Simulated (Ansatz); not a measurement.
**A computed series for PbTe: response to strain**

The reference is PbTe in the rock salt structure (space group Fm-3m, No. 225; a = 6.4421 Å). Axes: x, y, z lie along the cube axes.

Strains are applied to the cell and any free atomic positions relax; under biaxial strain the out-of-plane vector relaxes too.

Method: Ansatz (a first-principles code) PBEsol, no spin-orbit coupling.

Notes on the quantities. energy relative to the base: free energy F.

```tsv
biaxial strain, plane normal [111], relaxed out of plane (%)	energy relative to the base (meV/atom)
0	0.0
0.42	0.2
0.83	0.9
1.25	2.0
1.67	3.5
2.08	?
2.5	7.7
```

Problem. Fit ΔE = Aε² + Bε³ (ε in %) to the rows shown and predict the withheld row.

Solution. Least squares on the printed values gives A = 1.31 and B = -0.033 meV/atom (largest residual 0.0 meV/atom); this predicts 5.4 meV/atom, and the run gives 5.3 meV/atom, in agreement.

Whether these cells are dynamically stable was not tested.
